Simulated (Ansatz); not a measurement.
The starting structures come from a database of crystals and need not be the phases stable at ambient conditions.

Inside the gap of an insulator the Bloch states are evanescent, with a wavenumber k + iκ along the transport direction.

Data:

```
WO3
1.0
    3.80639     0.00000     0.00000
    0.00000    12.82227     0.00000
    0.00000     6.41113     3.70147
W O
3 9
Direct
  0.00000   0.50000   0.00000
  0.00000   0.00000   0.50000
  0.00000   0.50000   0.50000
  0.00000   0.78577   0.64269
  0.00000   0.21423   0.35731
  0.00000   0.21423   0.00000
  0.00000   0.78577   0.00000
  0.00000   0.42846   0.35731
  0.00000   0.57154   0.64269
  0.50000   0.00000   0.50000
  0.50000   0.50000   0.50000
  0.50000   0.50000   0.00000
```

Space group of this cell: P6/mmm. The cell is taken as given; by PBEsol its mean pressure is -1.4 GPa.

Transport runs along the normal of the first two printed cell vectors, the (110) plane of the conventional cell.

The gap is the functional's own. No spin-orbit coupling. Mid-gap values are interpolated on the energy grid.

Estimate the band gap and the smallest decay constant κ at mid-gap that PBEsol (Ansatz, an electronic-structure program) returns for this system.

Gap 0.61 eV on a 8×8×8 mesh; κ = 0.115 1/Å, at the zone centre.
